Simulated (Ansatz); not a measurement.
Subject: the energy of the reaction as written. Reaction: 2 cell B → cell A. The sign is products less reactants.

Cell A: a sheet of composition V2, 2 atoms, hexagonal cell of 2.89 Å (7.2 Å²), symmetry P-3m1 within 0.02 Å, 1.6 Å thick under 15 Å of vacuum, in-plane vectors relaxed; planes from bottom to top: V × 2; a model cell; spin state with PBE: no moments, k-point mesh 18×18×1.
```
V
1.0
    2.89068     0.00000     0.00000
   -1.44534     2.50340     0.00000
    0.00000     0.00000    16.84751
V
2
Direct
  0.33333   0.66667   0.54773
  0.66667   0.33333   0.45227
```

Cell B: a sheet of composition V, 1 atom, hexagonal cell of 2.44 Å (5.2 Å²), symmetry P6/mmm within 0.02 Å, 0.0 Å thick under 16 Å of vacuum, in-plane vectors relaxed; planes from bottom to top: V; a model cell; spin state with PBE: no moments, k-point mesh 30×30×1.
```yaml
crystal:
  lattice:
    - [2.44367, 0.00000, 0.00000]
    - [-1.22184, 2.11628, 0.00000]
    - [0.00000, 0.00000, 16.00000]
  atoms:
    - { symbol: V, position: [0.00000, 0.00000, 0.50000] }
```

Computed with Ansatz (plane waves, PAW), its PAW set soft_1, cutoff 420 eV. The structures are at rest with PBE. Neutral cells; Fermi-Dirac smearing of at most 0.10 eV in the solids, energies taken to zero width. A dispersion term (D3(BJ), or D4 for r2SCAN) was computed beside these levels and is taken off wherever the name lacks it. Space groups of crystals are read within 0.01 Å. Nuclei at rest; no vibrational terms. The cells' k-point meshes differ in density, so the last digit is unsettled. Cell A has symmetry P-3m1 within 0.02 Å and got no random move, so less symmetric positions, which may lie lower, weren't tried. Cell B has symmetry P6/mmm within 0.02 Å and got no random move, so less symmetric positions, which may lie lower, weren't tried.

Question: What is the computed value (PBE)?

Answer: -1.68 eV, for 2 cell B → cell A.

Ansatz is an electronic-structure program.
